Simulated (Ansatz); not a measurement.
**Several settings converged on TiGa3 (I4/mmm, 4 atoms in the cell)**

```
TiGa3
1.0
   -1.87479     1.87479     4.35533
    1.87479    -1.87479     4.35533
    1.87479     1.87479    -4.35533
Ti Ga
1 3
Direct
  0.00000   0.00000   0.00000
  0.75000   0.25000   0.50000
  0.25000   0.75000   0.50000
  0.50000   0.50000   0.00000
```

Base method: LDA (PW92), default PAW files made with PBE (plane waves; Ansatz, an electronic-structure program).

Base settings: basis.ecutwfc = 420 eV; kpoints.mp_grid.grid = 10 10 10; hamiltonian.xc = lda; hamiltonian.pseudopotentials = {kind: paw} (the program's default PAW files); scf.occupations.method = gaussian; scf.occupations.width = 0.1 eV.

Core times come from one kind of shared machine, to one figure; runs under 30 s give none.

**Zone-centre phonons against the cutoff**

In this ladder: phonons.method = dfpt.

The mesh stays at the base's, so the ladder's end is converged at best in this setting alone.

Frequencies are those of the unrelaxed cell, without the LO-TO term of polar crystals.

Only quantities that move along the ladder and can be compared are tabulated.

| basis.ecutwfc | highest zone-centre frequency (cm⁻¹) | lowest optical frequency (cm⁻¹) |
|---|---|---|
| 210 eV | 215.1 | 37.4 |
| 295 eV | 270.9 | 101.0 |
| 420 eV | 264.1 | 102.8 |
| 505 eV | 264.2 | 102.8 |

Coarsest basis.ecutwfc that holds the lowest optical frequency within 10 cm⁻¹ of the last step, with all finer ones: 295 eV; the step before is off by 65 cm⁻¹.

Coarsest basis.ecutwfc that holds the highest zone-centre frequency within 1 cm⁻¹ of the last step, with all finer ones: 420 eV; the step before is off by 6.7 cm⁻¹.

**Zone-centre phonons against the mesh**

In this ladder: phonons.method = dfpt.

Frequencies are those of the unrelaxed cell, without the LO-TO term of polar crystals.

Only quantities that move along the ladder and can be compared are tabulated.

```tsv
kpoints.mp_grid.grid	highest zone-centre frequency (cm⁻¹)	lowest optical frequency (cm⁻¹)
3 3 3	262.3	89.3
4 4 4	265.8	92.9
5 5 5	264.1	97.8
8 8 8	264.3	103.4
12 12 12	264.3	104.1
```

Coarsest kpoints.mp_grid.grid that holds the highest zone-centre frequency within 1 cm⁻¹ of the last step, with all finer ones: 5 5 5; the step before is off by 1.5 cm⁻¹.

Coarsest kpoints.mp_grid.grid that holds the lowest optical frequency within 2 cm⁻¹ of the last step, with all finer ones: 8 8 8; the step before is off by 6.3 cm⁻¹.

**The force threshold of a relaxation**

On TiGa3 (I4mm, 4 atoms in the cell): one atom moved by 0.15 angstrom.

In this ladder: relax = atoms.

The mesh stays at the base's, so the ladder's end is converged at best in this setting alone.

Only quantities that move along the ladder and can be compared are tabulated.

```tsv
relax.f_tol	free energy less the last step's (meV/atom)	largest force left (eV/Å)	relaxation steps	core time / last (rough)
0.2 eV/Å	1.56	0.1866	3	0.5
0.05 eV/Å	0.00	0.0040	3	0.7
0.02 eV/Å	0.00	0.0040	4	0.7
0.001 eV/Å	0.00	0.0002	5	1
```

Coarsest relax.f_tol that holds the largest force left within 0.02 eV/Å of the last step, with all finer ones: 0.05 eV/Å; the step before is off by 0.19 eV/Å.

Coarsest relax.f_tol that holds the free energy within 0.2 meV/atom of the last step, with all finer ones: 0.05 eV/Å; the step before is off by 1.6 meV/atom.

On the base run: the starting cell comes from a database of computed structures (which also holds hypothetical and non-ambient phases and stackings), without a prior relaxation at this level. Its lattice was rescaled by up to half a per cent. Spin polarisation is off. In the base run, with a pressure of about -4 GPa the cell is away from its equilibrium volume at this level.

Keys are those of Ansatz 0.2.
